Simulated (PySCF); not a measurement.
PySCF 2.14.0, PBE0/def2-svp, df: Mo(NH)(S)(NH2)(Me) ([CH3][Mo](=[NH])([NH2])=[S]), 11 atoms. The geometry is a generated start, not checked to be a minimum at this level.

```
Item                                                Result
-------------------------  -------------------------------
task                                                energy
method                                                pbe0
basis                                             def2-svp
two-electron scheme                        density fitting
mol.max_memory                                     3000 MB
mf.max_cycle                                           100
mf.conv_tol                                1e-09 (default)
mf.grids.level                                 3 (default)
effective core potentials  those of the basis set, past Kr
basis functions                                        121
grid points                                         142088
```

```xyz
11

Mo     0.5569     0.0476    -0.3884
N      0.2622    -1.0151    -1.7249
H      0.2289    -1.6557    -2.5112
S      2.5575     0.0390     0.3901
N     -0.1684     1.7973    -0.5106
H      0.2313     2.5777     0.0194
H     -0.8925     2.1809    -1.1219
C     -0.5388    -0.8690     1.2238
H     -0.3206    -1.9398     1.3539
H     -1.6302    -0.7847     1.0903
H     -0.2863    -0.3782     2.1795
```

Charge 0 and multiplicity 1 are set for this test and not shown to be the ground state.

With the defaults (mf.DIIS = CDIIS, mf.diis = true, mf.diis_space = 8, mf.damp = 0, mf.diis_start_cycle = 1, mf.init_guess = minao, mf.level_shift = 0) it converges in 14 Fock builds. One run each on 2 threads, 1 BLAS thread, with these changes:
- mf.init_guess = huckel
- mf.damp = 0.3, mf.diis_start_cycle = 4
- mf.init_guess = 1e
- mf.DIIS = EDIIS
- mf.diis = false
- mf.diis_space = 3
- mf.level_shift = 0.3 Hartree
- mf.DIIS = ADIIS
- mf.diis_space = 5

Problem. Which runs fail or end elsewhere than the default run?

Solution. No convergence: mf.DIIS = EDIIS; mf.diis = false (the run ends without SCF convergence in 100 cycles). The rest reach the solution of the defaults.

```json
[
 {"setting": "the defaults", "Fock builds": "14", "end": "same solution"},
 {"setting": "mf.diis_space = 5", "Fock builds": "15", "end": "same solution"},
 {"setting": "mf.init_guess = 1e", "Fock builds": "19", "end": "same solution"},
 {"setting": "mf.init_guess = huckel", "Fock builds": "19", "end": "same solution"},
 {"setting": "mf.level_shift = 0.3 Hartree", "Fock builds": "19", "end": "same solution"},
 {"setting": "mf.damp = 0.3, mf.diis_start_cycle = 4", "Fock builds": "20", "end": "same solution"},
 {"setting": "mf.DIIS = ADIIS", "Fock builds": "27", "end": "same solution"},
 {"setting": "mf.diis_space = 3", "Fock builds": "68", "end": "same solution"},
 {"setting": "mf.DIIS = EDIIS", "Fock builds": "101", "end": "no convergence"},
 {"setting": "mf.diis = false", "Fock builds": "101", "end": "no convergence"}
]
```
